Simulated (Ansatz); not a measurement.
## Band gap of SiC (model structure, started from the GeS type, Pnma, No. 62, 8 atoms in the cell) at several levels of theory

No measured value is used here.

```
level (code)                   value (eV)  cell (Å³/atom)
------------------------  ---------------  --------------
LDA (Ansatz)                   (withheld)           11.54
PBEsol (Ansatz)                (withheld)           11.78
r²SCAN (Ansatz)           3.02 (indirect)           11.71
r²SCAN+rVV10 (Ansatz)     3.02 (indirect)           11.65
G0W0@PBEsol (Ansatz)      3.74 (indirect)           11.77
G0W0@PBEsol+SOC (Ansatz)             3.74           11.77
```

**Question.** Fill in the missing entries.

**Answer.** 
- LDA (Ansatz, an electronic-structure program), value (eV): 2.55 (indirect)
- PBEsol (Ansatz), value (eV): 2.49 (indirect)

Computed values are for a static lattice.  G0W0@PBEsol+SOC: spin–orbit coupling enters as the shift of the gap found with a semilocal functional. Values are at the level's own relaxed cell; G0W0@PBEsol at the PBEsol cell; G0W0@PBEsol+SOC at the PBEsol cell. Cutoffs differ between the levels. Ansatz's density-functional and Hartree–Fock values are scalar-relativistic unless marked +SOC, with PAW data made under PBE.

A model structure was made by putting elements into a prototype or built by hand; it is no filed structure, need not be a known phase, and can be a saddle point held by its symmetry.
